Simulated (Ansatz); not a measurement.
How the band gap of Hf2N2O (C2/m, No. 12, 15 atoms in the cell; start mp-755314) moves with the method

No measured value is used here.

```json
[
 {"level (code)": "LDA (Ansatz)", "value (eV)": "1.87", "cell (Å³/atom)": "11.42"},
 {"level (code)": "PBEsol+SOC (Ansatz)", "value (eV)": "?", "cell (Å³/atom)": "11.70"},
 {"level (code)": "r²SCAN+rVV10 (Ansatz)", "value (eV)": "2.36", "cell (Å³/atom)": "11.76"},
 {"level (code)": "dielectric-dependent PBEsol hybrid (Ansatz)", "value (eV)": "2.83", "cell (Å³/atom)": "11.70"},
 {"level (code)": "HSE06 (Ansatz)", "value (eV)": "3.11", "cell (Å³/atom)": "11.70"}
]
```

Task: Complete the blanks.

Result: 
- PBEsol+SOC (Ansatz, an electronic-structure program), value (eV): 1.91 (indirect)

Computed values are for a static lattice. Spin–orbit coupling is included only where a level's name says +SOC; with heavier elements it mostly lowers gaps and can invert bands.  Values are at the PBEsol cell; LDA at the level's own relaxed cell; r²SCAN+rVV10 at the level's own relaxed cell. Cutoffs and k meshes differ between the levels. Ansatz's density-functional and Hartree–Fock values are scalar-relativistic unless marked +SOC, with PAW data made under PBE.

A start named mp-… is a Materials Project structure, which need not be a measured phase.
